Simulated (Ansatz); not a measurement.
The starting structures come from a database of crystals and need not be the phases stable at ambient conditions.

 Where the default PAW files enter, the runs use the earlier of Ansatz's two default sets.

Crystal: Li2TiGeO5 (P4/nmm, not sure to be the ambient phase, 18 atoms a cell, 11.2 Å³ an atom, -6 GPa at this level); planes in its conventional cell.

These are r2SCAN (plane waves, PAW; Ansatz, a quantum-chemistry and plane-wave program) values and carry that method's errors.

No gap correction and no spin-orbit coupling; mid-gap values are interpolated between computed energies.

```csv
plane,area of the cell (Å²),mid-gap κ (1/Å),largest κ in the gap (1/Å)
(100),30.3,0.46,0.49
(001),44.3,…,…
```

The slowest decay depends on the direction. Supply the withheld values.


- (001), mid-gap κ (1/Å): 0.40
- (001), largest κ in the gap (1/Å): 0.41
